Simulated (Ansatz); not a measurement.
The starting structures come from a database of crystals and need not be the phases stable at ambient conditions.

 Where the default PAW files enter, the runs use the earlier of Ansatz's two default sets.

Tunnelling through a barrier is set by its complex band structure: the current falls as exp(−2κd) with the smallest κ.

Input:

```yaml
crystal:
  lattice:
    - [7.13449, 0.00000, 0.00000]
    - [0.00000, 10.04182, 0.00000]
    - [0.00000, 0.00000, 7.06356]
  atoms:
    - { symbol: Ba, position: [0.95697, 0.75000, 0.00875] }
    - { symbol: Ba, position: [0.04303, 0.25000, 0.99125] }
    - { symbol: Ba, position: [0.54303, 0.25000, 0.50875] }
    - { symbol: Ba, position: [0.45697, 0.75000, 0.49125] }
    - { symbol: Zr, position: [0.00000, 0.00000, 0.50000] }
    - { symbol: Zr, position: [0.50000, 0.00000, 0.00000] }
    - { symbol: Zr, position: [0.50000, 0.50000, 0.00000] }
    - { symbol: Zr, position: [0.00000, 0.50000, 0.50000] }
    - { symbol: S, position: [0.00584, 0.75000, 0.56090] }
    - { symbol: S, position: [0.99416, 0.25000, 0.43910] }
    - { symbol: S, position: [0.49416, 0.25000, 0.06090] }
    - { symbol: S, position: [0.50584, 0.75000, 0.93910] }
    - { symbol: S, position: [0.78674, 0.03182, 0.78662] }
    - { symbol: S, position: [0.21326, 0.96818, 0.21338] }
    - { symbol: S, position: [0.71326, 0.96818, 0.28662] }
    - { symbol: S, position: [0.28674, 0.03182, 0.71338] }
    - { symbol: S, position: [0.28674, 0.46818, 0.71338] }
    - { symbol: S, position: [0.71326, 0.53182, 0.28662] }
    - { symbol: S, position: [0.21326, 0.53182, 0.21338] }
    - { symbol: S, position: [0.78674, 0.46818, 0.78662] }
```

Space group of this cell: Pnma. The cell is taken as given; by PBEsol its mean pressure is -2.9 GPa.

Transport runs along the normal of the first two printed cell vectors.

No gap correction and no spin-orbit coupling; mid-gap values are interpolated between computed energies.

Q: Give the band gap and the smallest decay constant κ at mid-gap that PBEsol (Ansatz, a program for electronic structure) yields.

A: Gap 0.95 eV on a 4×4×4 mesh; κ = 0.148 1/Å, at the zone centre.
